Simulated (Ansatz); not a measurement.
**TiAl, response to strain**

Start from TiAl (space group P4/mmm, No. 123; a = 2.7662 Å, c = 4.0021 Å; relaxed with 0.1 eV smearing). Axes: x, y, z lie along a, b, c of the conventional cell.

Strains are applied to the cell and any free atomic positions relax.

The values are results of LDA, PAW, 420 eV (Ansatz, a quantum-chemistry and plane-wave program; no SOC), not measurements.

Candidates:
(a) uniaxial strain ε_xx = +2.50 %
(b) uniaxial strain ε_xx = −3.00 %
(c) uniaxial strain ε_xx = +3.00 %

Notes on the quantities. energy relative to the base: free energy F.

### Question
Order them by energy relative to the base, lowest first.

### Answer
(a) uniaxial strain ε_xx = +2.50 % (+6.0 meV/atom), (c) uniaxial strain ε_xx = +3.00 % (+8.5 meV/atom), (b) uniaxial strain ε_xx = −3.00 % (+9.8 meV/atom)

No phonon test of stability was made. All final runs are without spin polarisation.
